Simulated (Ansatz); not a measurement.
## zinc-blende GaSb: the defect Si on the Sb site

Calculation: PBE, PAW (plane waves to 420 eV; Ansatz, a program for electronic structure). Set-up: 64-site cell; 2×2×2 shifted k-points; start: the Sb site; no spin–orbit coupling; the functional closes the host's gap; finite-size errors of tenths of an eV.

Neighbours after relaxation, in Å: of the Si atom: Ga 2.46, Ga 2.46, Ga 2.46, Ga 2.46.

```csv
charge,moment (μB),largest move off a lattice site (Å)
0†,quenched,0.23
```

† Not settled in this cell, so no level is given: charge 0: a level filled in part.

Starting moments that weren't kept: charge 0 began with 1 μB and ended with 0.0.
